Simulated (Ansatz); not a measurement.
Response to strain in Ga2O3

Consider Ga2O3 in the corundum structure (space group R-3c, No. 167).

```
Ga2O3
1.0
    2.50017     1.44347     4.48293
   -2.50017     1.44347     4.48293
    0.00000    -2.88695     4.48293
Ga O
4 6
Direct
  0.64430   0.64430   0.64430
  0.14430   0.14430   0.14430
  0.35570   0.35570   0.35570
  0.85570   0.85570   0.85570
  0.75000   0.44721   0.05279
  0.05279   0.75000   0.44721
  0.25000   0.55279   0.94721
  0.55279   0.94721   0.25000
  0.94721   0.25000   0.55279
  0.44721   0.05279   0.75000
```

Cartesian axes are those of the cell as printed.

Strains are applied to the cell and any free atomic positions relax.

Method: Ansatz (a program for electronic structure) PBEsol, spin-orbit coupling left out.

Candidates:
(a) uniaxial strain ε_zz = +0.75 %
(b) uniaxial strain ε_zz = +1.50 %
(c) uniaxial strain ε_zz = +2.25 %
(d) uniaxial strain ε_zz = +3.00 %

Base values:

```
Item       Result
--------  -------
Band gap  2.70 eV
```

Problem. Order them by band gap, lowest first.

Solution. (d) uniaxial strain ε_zz = +3.00 % (2.40 eV), (c) uniaxial strain ε_zz = +2.25 % (2.48 eV), (b) uniaxial strain ε_zz = +1.50 % (2.55 eV), (a) uniaxial strain ε_zz = +0.75 % (2.63 eV)

Gaps are Kohn–Sham eigenvalue differences; semilocal functionals usually give less than the measured gap. No phonon test of stability was made.
